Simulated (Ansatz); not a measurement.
Base system: MoS$_{2}$ in the 3R-MoS2 type structure (space group R3m, No. 160; layered, stacked along the Cartesian z axis).

```yaml
crystal:
  lattice:
    - [1.58770, 0.91666, 6.19535]
    - [-1.58770, 0.91666, 6.19535]
    - [0.00000, -1.83332, 6.19535]
  atoms:
    - { symbol: Mo, position: [0.00000, 0.00000, 0.00000] }
    - { symbol: S, position: [0.75029, 0.75029, 0.75029] }
    - { symbol: S, position: [0.58300, 0.58300, 0.58300] }
```

Cartesian axes are those of the cell as printed.

All numbers come from Kohn–Sham DFT with the r2SCAN+rVV10 functional, run in Ansatz (a first-principles code) with PAW and 500 eV plane waves, no SOC, earlier PAW set.

Strains are applied to the cell and any free atomic positions relax; under biaxial strain the out-of-plane vector relaxes too.

One change was made to it. Results:

```tsv
quantity	base	after
band gap	1.02 eV	0.99 eV
pressure (mean of the normal stresses, compression positive)	0.00 GPa	0.25 GPa
smallest direct gap	1.79 eV	1.77 eV
energy relative to the base (free energy F)	0 meV/atom	+4.3 meV/atom
```

**Question.** Name the change that was made.
A) uniaxial strain ε_xx = −5.94 %
B) tensor shear ε_yz = +3.15 %
C) isotropic strain −1.37 %
D) biaxial strain +4.24 %, plane normal [001], relaxed out of plane

**Answer.** B, tensor shear ε_yz = +3.15 %. For comparison, the energy relative to the base in the other runs: uniaxial strain ε_xx = −5.94 % gives +54 meV/atom; isotropic strain −1.37 % gives +7.6 meV/atom; biaxial strain +4.24 %, plane normal [001], relaxed out of plane gives +54 meV/atom.

Whether these cells are dynamically stable was not tested.
